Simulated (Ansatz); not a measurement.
The structure below was relaxed with Kohn–Sham DFT with the PBEsol functional, run in Ansatz (a program for electronic structure) with PAW and 420 eV plane waves, spin-orbit coupling left out.

Space group Fm-3m (No. 225); a = b = c = 4.502 Å, α = β = γ = 90.00°

```csv
atom,site,symmetry,x,y,z
N,4a,m-3m,0.0000,0.0000,0.0000
Hf,4b,m-3m,0.5000,0.5000,0.5000
```

Task: Write out a cell with all atoms.

Result: 
```
HfN
1.0
    4.50164     0.00000     0.00000
    0.00000     4.50164     0.00000
    0.00000     0.00000     4.50164
N Hf
4 4
Direct
  0.00000   0.00000   0.00000
  0.00000   0.50000   0.50000
  0.50000   0.00000   0.50000
  0.50000   0.50000   0.00000
  0.50000   0.00000   0.00000
  0.50000   0.50000   0.50000
  0.00000   0.00000   0.50000
  0.00000   0.50000   0.00000
```
This is the conventional cell.

No phonon test of stability was made. The final runs are not spin-polarised. An odd electron count without spin: HfN. The cell was made from TaN by this change: Ta → Hf.
